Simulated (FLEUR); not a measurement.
Worked example: self-consistent single point of Co₃Os (I4/mmm, 4 atoms in the cell) in FLEUR.

Computed with LDA (Perdew-Zunger), all-electron FLAPW (FLEUR), scalar-relativistic valence run with FLEUR.

```
Co3Os
1.0
   -1.82926     1.82926     3.64722
    1.82926    -1.82926     3.64722
    1.82926     1.82926    -3.64722
Co Os
3 1
Direct
  0.75000   0.25000   0.50000
  0.25000   0.75000   0.50000
  0.50000   0.50000   0.00000
  0.00000   0.00000   0.00000
```
Moments meant for the start (each program seeds them in its own way; μB, in the order of the atoms Co Co Co Os): 3.0 3.0 3.0 0.0.

Reference input (self-consistent single point, DFT, PBEsol, all-electron FLAPW (FLEUR), scalar-relativistic valence): Kmax = 3.5 1/bohr; GmaxXC = 10.5 1/bohr; xcFunctional = PBEs; jspins = 2; l_soc = F; mode = gauss; fermiSmearingEnergy = 0.00999582 Htr; mesh (inpgen div1-3) = 7 7 7; inpgen gamma flag = false; Gmax = 10.5 1/bohr; numbands = 0; maxIterBroyd = 25. This run's input differs from it in these lines:

```diff
@@ -16,3 +16,3 @@
 &comp jspins=2 /
-&exco xctyp='PBEs' /
+&exco xctyp='pz' /
 &kpt div1=7 div2=7 div3=7 /
@@ -29,3 +29,3 @@
       <coreElectrons ctail="T" frcor="F" kcrel="0" coretail_lmax="0"/>
-      <xcFunctional name="PBEs" relativisticCorrections="F"/>
+      <xcFunctional name="pz" relativisticCorrections="F"/>
       <magnetism jspins="2"/>
```

Log, with long lists cut:

```
 Iteration:     1   Distance:      37.73182909 me/bohr^3
 Iteration:     2   Distance:      33.59420912 me/bohr^3
 Iteration:     3   Distance:      22.97227809 me/bohr^3
 Iteration:     4   Distance:      14.69966541 me/bohr^3
 Iteration:     5   Distance:      13.56917629 me/bohr^3
   [... 34 lines left out ...]
 Iteration:    40   Distance:       0.00009052 me/bohr^3
 Iteration:    41   Distance:       0.00006237 me/bohr^3
 Iteration:    42   Distance:       0.00002427 me/bohr^3
 Iteration:    43   Distance:       0.00000642 me/bohr^3
 Run finished successfully
 Stop message:
   Structural relaxation: Done

[file out, last iteration]
             iter=     44
[...]
          total density-effective poten   -3.6826453683E+04
          total charge density-energy d   -5.0303874997E+02
 Updated energy parameters for spin:           1
 Updated energy parameters for spin:           2
[...]
 fermi energy and band-weighting factors:

[...]
FERMIE:
          first approx. to ef    (T=0)  :   0.403921 htr   (energy of the highest occ. eigenvalue)
          number of occ. states  (T=0)  :       2347
          first approx. to seigv (T=0)  : -27.822846 htr
          sum of weights of occ. states :  59.000000
          sum of semicore charge        :   0.000000 e
          fermi energy=   0.40357 har   work function= -10.98163 ev
   [... lines left out ...]
     k-point=   18
     k-point=   19
     k-point=   20
     k-point=   21
     k-point=   22
     k-point=   23
     k-point=   24
     k-point=   25
     k-point=   26
     k-point=   27
     k-point=   28
     k-point=   29
     k-point=   30
     k-point=   31
     k-point=   32
     k-point=   33
     k-point=   34
     k-point=   35
     k-point=   36
     k-point=   37
     k-point=   38
     k-point=   39
     k-point=   40
```

The run converged in 43 iterations. FLEUR gives forces in its relaxation mode, with a further iteration, so its stop message speaks of a relaxation. Against the reference run the size of the net moment goes from 0.58 to 0.41 μB/atom.

The starting cell comes from a database of computed structures (which also holds hypothetical and non-ambient phases and stackings), without a prior relaxation at this level. Its lattice was rescaled by a random factor within 2.5 % of one. The magnetic order is the one reached from the typed start; others were not searched systematically. Values depend on the basis (sphere radii, cutoffs, local orbitals), which need not be converged.

Cost on one core of a shared machine: roughly 4 min.
